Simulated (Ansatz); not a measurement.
Amorphous In24O41Ta2, 67 atoms at 6.64 g/cm³, one PBE-relaxed geometry, zone centre. Methods: PBE, scalar-relativistic without spin-orbit coupling (Ansatz, an electronic-structure program); r2SCAN, scalar-relativistic without spin-orbit coupling (Ansatz); HSE06, scalar-relativistic without spin-orbit coupling (Ansatz). Plane waves to 420 eV (r2SCAN 500 eV); exact exchange is cut at the cell's faces. At PBE the levels at the filled edge of the gap are localised (band-tail or defect states), and the nearest spread-out levels lie 0.8 eV apart at the zone centre. All rungs ran without spin polarisation.

A CHGNet melt-quench gave the starting glass, which DFT then relaxed. O atoms were pushed apart under 1.9 Å during the dynamics, to hinder bonds among them. The hot cell started wider than the set density and was brought back towards it in steps. It is the lowest in DFT energy of 2 quenches. It is a model cell: composition and starting density were chosen by hand, and all elements were melted together. No dispersion term was used. Its density started from a set value of 6.64 and ended at 6.64 g/cm³. Cooling (nominally 220 K/ps over its main leg) ran many orders faster than in experiment, which tends to leave more defects and strain. One small periodic cell is one sample of the glass; other quenches scatter about these values. The volume was held where the preparation left it and the shape relaxed, at a PBE pressure of -2.1 GPa (tension). Stress components on the final sampling reach 2.2 GPa.

The relaxation ran on the zone centre alone. At PBE the level gap is 0.52 eV on a 2×2×2 Γ-centred mesh, and the spacing at the zone centre alone 0.55 eV.

Task: What zone-centre spacing does r2SCAN give, roughly?

Result: 1.02 eV (+0.47 eV against PBE).

Task: What zone-centre spacing does HSE06 give, roughly?

Result: 2.01 eV (+1.46 eV against PBE).

The highest filled and the lowest empty state spread over these numbers of atoms (participation numbers): PBE: 4.2 and 60.5; r2SCAN: 6.2 and 58.7; HSE06: 7.2 and 57.7.
